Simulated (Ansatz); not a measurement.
# What biaxial strain +2.00 %, plane normal [001], relaxed out of plane does to C

Consider C in the diamond structure (space group Fd-3m, No. 227; a = 3.554 Å). Axes: x, y, z lie along the cube axes.

Now apply this change: biaxial strain +2.00 %, plane normal [001], relaxed out of plane (Cartesian); in-plane vectors clamped, the third vector and the atoms free.

The values are results of PBEsol, PAW, 420 eV (Ansatz, a first-principles code; spin-orbit coupling left out), not measurements. k-mesh 16×16×16 (Γ-centred); smearing 0.05 eV (Fermi–Dirac).

Space group: I4_1/amd (No. 141) (base Fd-3m (No. 227))
Shortest interatomic distance: 1.557 Å (base 1.539 Å)
Energy relative to the base (free energy F): +16 meV/atom
Band gap: 3.33 eV (an upper bound: an edge found on the path is not a true extremum; the changed cell) (base 4.03 eV)
Out-of-plane strain: -0.51 %
Ratio −ε⊥/ε∥: 0.26
Mean in-plane stress (compression positive): -21.8 GPa

Whether these cells are dynamically stable was not tested.
